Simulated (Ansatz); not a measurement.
YN (Fm-3m), r2SCAN, rigid bands run with Ansatz (an electronic-structure program): N_v = 3.77e19 cm⁻³ at 300 K and a hole conductivity mass of 0.507 mₑ.

**Question.** For 1e16 holes per cm³ at 300 K, place the Fermi level, estimate the Seebeck coefficient of a parabolic band with constant τ, and give mobility and conductivity for τ = 10 fs.

**Answer.** The level lies k_BT ln(N_v/p) = 0.213 eV above the valence-band maximum. S ≈ +(k_B/e)[ln(N_v/p) + 5/2] = 925 μV/K, against 922 μV/K from the full bands (mean over directions). μ = eτ/m = 34.7 cm²/(V·s) and σ = peμ = 0.0556 S/cm. τ is assumed, not computed.

Band transport and this doping are assumed; polarons and phonon drag are left out. Spin-orbit coupling is left out; where it splits the top of the valence band, N_v and the p-type Seebeck coefficient come out somewhat high without it. Geometry: cell and atoms relaxed with PBEsol.
